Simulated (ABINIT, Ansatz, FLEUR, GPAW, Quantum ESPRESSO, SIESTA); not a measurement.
# ZrGa5Co (P4/mmm, 7 atoms in the cell) computed with different codes at matched settings

Self-consistent single point, at a second geometry (lattice scaled by 0.98). First geometry:

```
CELL_PARAMETERS angstrom
      4.10605     0.00000     0.00000
      0.00000     4.10605     0.00000
      0.00000     0.00000     6.57231
ATOMIC_POSITIONS crystal
  Zr 0.00000 0.00000 0.00000
  Ga 0.00000 0.50000 0.30543
  Ga 0.00000 0.50000 0.69457
  Ga 0.50000 0.00000 0.30543
  Ga 0.50000 0.00000 0.69457
  Ga 0.50000 0.50000 0.00000
  Co 0.00000 0.00000 0.50000
```

Shared settings, as Ansatz (a first-principles code) writes them: kpoints.mp_grid.grid = 5 5 3; scf.occupations.method = fermi_dirac; scf.occupations.width = 0.1 eV. Potentials and cutoffs stand in the table.

| code | model | ΔF from the first geometry (meV/atom) | pressure (GPa) | largest force (eV/Å) | cutoff |
|---|---|---|---|---|---|
| Quantum ESPRESSO | PBEsol, PseudoDojo standard norm-conserving (PBESOL) pseudopotentials | 15.2 | 6.85 | 0.225 | 100 Ry |
| Ansatz | PBEsol, PAW files made with PBE | 13.9 | 6.56 | 0.220 | default |
| SIESTA | GGA PBEsol, numerical atomic orbitals TZP, PseudoDojo PBEsol standard norm-conserving potentials (rewritten from UPF to PSML) | 11.1 | 5.70 | 0.377 | grid 300 Ry |
| ABINIT | PBEsol, PAW (JTH v2.0 PBE PAW, files made for PBE) | 15.2 | 6.81 | 0.241 | 30 Ha |
| GPAW | PBEsol, GPAW PAW datasets PBEsol (made by gpaw-setup) | 19.5 | 7.77 | 0.321 | 800 eV |
| FLEUR | PBEsol, all-electron FLAPW (FLEUR), scalar-relativistic valence | 15.2 | – | 0.220 | Kmax 3.8 1/bohr |

A dash marks a value that a program does not give, or that is left out as unsure.

On Ansatz's run: spin polarisation is off.

The spread over the programs that give each value: ΔF from the first geometry within 8.4 meV/atom; pressure within 2.07 GPa; largest force within 0.157 eV/Å.

SIESTA uses small atom-centred bases, whose incompleteness enters pressures, forces and empty levels differently from a plane-wave cutoff. FLEUR treats all electrons, but the usual bases taken here (sphere radii, linearisation, local orbitals, empty states) were not tested for convergence, so the values are no reference for the others. Ansatz's pressure is given at a fixed set of plane waves, as the other plane-wave codes print theirs; with its correction for the finite basis it is 6.61 GPa. In the pressure, SIESTA (by 1.13) lies more than 1 GPa from the median of the plane-wave programs. In the force vectors, SIESTA (by 0.144) and GPAW (by 0.088) lie more than 0.08 eV/Å from the median of the plane-wave programs.

The starting cell comes from a database of computed structures (which also holds hypothetical and non-ambient phases and stackings), without a prior relaxation at this level. For this run, on top of that: lattice scaled by 0.98.

Keys are those of Ansatz 0.2.
